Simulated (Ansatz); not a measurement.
The parent structure is MoSi2 (space group I4/mmm, No. 139; relaxed with 0.1 eV smearing).

```
CELL_PARAMETERS angstrom
     -1.60839     1.60839     3.93729
      1.60839    -1.60839     3.93729
      1.60839     1.60839    -3.93729
ATOMIC_POSITIONS crystal
  Si 0.66492 0.66492 0.00000
  Si 0.33508 0.33508 0.00000
  Mo 0.00000 0.00000 0.00000
```

Cartesian axes are those of the cell as printed.

Computed with PBE in Ansatz (plane waves to 420 eV, PAW, no SOC).

The change: the cell is stretched by 2.50 % along z with no lateral relaxation; the atoms relax in the strained cell.

Problem. Predict the stress tensor and what it implies for the stiffness.

Solution. Stress of the strained cell less that of the base (GPa, compression positive):
```
   -2.1     0.0     0.0
    0.0    -2.1     0.0
    0.0     0.0   -10.8
```

Then −Δσ_ii/ε with ε = 0.0250 gives secant stiffness values (nonlinear terms included at this strain): C33 ≈ 432 GPa, C13 ≈ 82 GPa and C23 ≈ 82 GPa.

As a check, the harmonic strain energy −½ V₀ Δσ:ε is 11 meV/atom; the computed energy rise is 12 meV/atom.

Whether these cells are dynamically stable was not tested. The final runs are not spin-polarised.

Ansatz is a first-principles code.
